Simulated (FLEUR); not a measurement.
**Several settings converged on MgB2 (P6mm, 3 atoms in the cell)**

```xyz
3
Lattice="1.5527 -2.6894 0.0000 1.5527 2.6894 0.0000 0.0000 0.0000 3.5376" Properties=species:S:1:pos:R:3 pbc="T T T"
Mg     0.0000     0.0000     0.0500
B      1.5527     0.8965     1.7688
B      1.5527    -0.8965     1.7688
```

Base method: FLEUR with PBEsol, all-electron FLAPW (FLEUR), scalar-relativistic valence.

Base settings: Kmax = 3.8 1/bohr; GmaxXC = 15.2 1/bohr; xcFunctional = PBEs; jspins = 1; l_soc = F; mode = hist; fermiSmearingEnergy = 0.00367493 Htr; mesh (inpgen div1-3) = 6 6 4; inpgen gamma flag = true; Gmax = 15.2 1/bohr.

Core times come from one kind of shared machine, to one figure; runs under 30 s give none.

**The k-point mesh**

Moved along: kpt_gamma.

Only quantities that move along the ladder and can be compared are tabulated.

```csv
kpt_div,free energy less the last step's (meV/atom),largest difference of a force vector from the last step's (eV/Å)
2 2 2,444.45,0.098
3 3 2,163.71,0.026
3 3 3,53.25,0.002
5 5 4,-1.24,0.001
6 6 4,1.56,0.006
7 7 5,-9.52,0.004
9 9 7,0.18,0.003
16 16 12,0.00,0.000
```

Coarsest kpt_div that holds the free energy within 5 meV/atom of the last step, with all finer ones: 9 9 7; the step before is off by 9.5 meV/atom.

Coarsest kpt_div that holds the forces within 0.02 eV/Å of the last step, with all finer ones: 3 3 3; the step before is off by 0.026 eV/Å.

**The k-point mesh at a smearing width of 0.05 eV**

In this ladder: fermiSmearingEnergy = 0.00183747 Htr. Moved along: kpt_gamma.

The second cell is the first with its lattice scaled by 0.98.

Only quantities that move along the ladder and can be compared are tabulated.

```csv
kpt_div,free energy less the last step's (meV/atom),energy of the compressed cell less the first (meV/atom),largest difference of a force vector from the last step's (eV/Å),core time / last (rough)
4 4 3,45.05,-2.61,0.011,–
6 6 5,4.06,-2.29,0.008,–
9 9 7,-0.31,-3.08,0.004,0.1
13 13 10,0.39,-3.62,0.002,0.3
16 16 12,-0.26,-3.53,0.001,0.4
24 24 18,0.00,-3.49,0.000,1
```

Coarsest kpt_div that holds the free energy within 2 meV/atom of the last step, with all finer ones: 9 9 7, at about 0.1 of the last step's time; the step before is off by 4.1 meV/atom.

Coarsest kpt_div that holds the energy of the compressed cell less the first within 0.2 meV/atom of the last step, with all finer ones: 13 13 10, at about 0.3 of the last step's time; the step before is off by 0.42 meV/atom.

**The width of Gaussian smearing**

In this ladder: mode = gauss; kpt_div = 10 10 7.

Narrow widths need finer meshes than wide ones, so the last steps can hold mesh noise.

Only quantities that move along the ladder and can be compared are tabulated; pressure and forces are left out, as mesh noise rules them at narrow widths.

```csv
fermiSmearingEnergy,total energy (no entropy term) less the last step's (meV/atom)
0.0367493 Htr,43.62
0.0183747 Htr,11.27
0.0110248 Htr,4.51
0.00367493 Htr,0.00
```

Widest fermiSmearingEnergy that holds the total energy (no entropy term) within 5 meV/atom: not settled: the last two steps still differ by 4.5 meV/atom, over half the tolerance, so the ladder does not show it.

On the base run: the starting cell has typed, rounded lattice constants, without a prior relaxation at this level. Its lattice was rescaled by up to half a per cent. One atom was moved a little off its site on purpose. Values depend on the basis (sphere radii, cutoffs, local orbitals), which need not be converged.

Left out of this page: 2 runs of the series outside the window shown, repeating another row's setting, or not comparable.
